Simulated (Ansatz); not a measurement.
# LaBi (model structure, started from the wurtzite type, P6₃/mmc, No. 194, 4 atoms in the cell)

Level of theory: r²SCAN (plane waves, PAW; Ansatz, a quantum-chemistry and plane-wave program).

Settings: plane-wave cutoff 560 eV, 6×6×4 k mesh (along the axes of the cell as run), Fermi–Dirac smearing 0.01 eV, scalar-relativistic PAW data made under PBE.

Cell (relaxed at this level):

```yaml
crystal:
  lattice:
    - [5.63930, 0.00000, 0.00000]
    - [-2.81965, 4.88378, 0.00000]
    - [0.00000, 0.00000, 6.59451]
  atoms:
    - { symbol: La, position: [0.66667, 0.33333, 0.06262] }
    - { symbol: La, position: [0.33333, 0.66667, 0.56262] }
    - { symbol: Bi, position: [0.66667, 0.33333, 0.56258] }
    - { symbol: Bi, position: [0.33333, 0.66667, 0.06258] }
```

| Item | Value |
|---|---|
| band gap | 0.14 eV (on the SCF k mesh) |
| Γ–Γ gap | 0.90 eV |
| bulk modulus B0 | 38.1 GPa |

Note: the bulk modulus is −V dP/dV from two relaxed cells at ±2 % in volume; the relaxation could raise the start's symmetry but not lower it, so the cell can be a saddle point.

Spin–orbit coupling is not included; it can close the smallest gap of 0.14 eV.

Computing time: about 9 core-minutes (a rough figure).

A model structure was made by putting elements into a prototype or built by hand; it is no filed structure, need not be a known phase, and can be a saddle point held by its symmetry.
